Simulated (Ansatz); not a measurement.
System: O vacancy in rock-salt MgO (charge state +2). All values below come from PBE, PAW (plane waves to 420 eV; Ansatz, an electronic-structure program).

Settings: 64 host sites, the relaxed PBE lattice, the Γ point alone, smearing 0.01 eV, spin-restricted, no image-charge correction. Energies are static. The charge state is imposed; whether it is stable for some Fermi level was not computed. Forms of the defect that were not tried may lie lower.

Barriers: single points on a 2×2×2 k-point mesh shifted by half a step at the bands' geometries (they differ from the bands' own by up to 0.06 eV, and are uncertain by about as much).

The only route run: one O atom jumps into the vacancy from a nearby O site; the atom moves 2.86 Å along (0.00, 0.48, 0.48) of the unit cell; the moving atom starts with neighbours 2 Mg at 2.09, 2 Mg at 2.13, 2 Mg at 2.18 Å and ends with 2 Mg at 2.09, 2 Mg at 2.13, 2 Mg at 2.18 Å. Its barrier is 2.12 eV. The saddle point's order was not checked, and it lies on a symmetry element of the cell, where a band can be held. The defect has 12 equivalent sites to jump to, 3.01 Å away. Attempt frequency: take 10 THz as a typical guess.

Estimate the defect's diffusion coefficient at 400 K, how far it wanders in 10 years, and how much an error of 0.1 eV in the barrier would matter.

kT = 0.0345 eV, so each jump happens at Γ = ν exp(−E/kT) = 1.0e13 × exp(−61.50) ≈ 2.0e-14 s⁻¹. For uncorrelated jumps in a cubic host D = z λ² Γ / 6 = 12 × (3.01e-8 cm)² × 2.0e-14 / 6 ≈ 3.6e-29 cm²/s. The root-mean-square distance is √(6Dt) ≈ 0.003 nm, less than one jump, so the defect is frozen in. An error of 0.1 eV changes D by a factor exp(0.1/kT) ≈ 18, and the distance by its square root. This is the isolated defect's own diffusivity; trapping, its concentration and zero-point motion are left out.
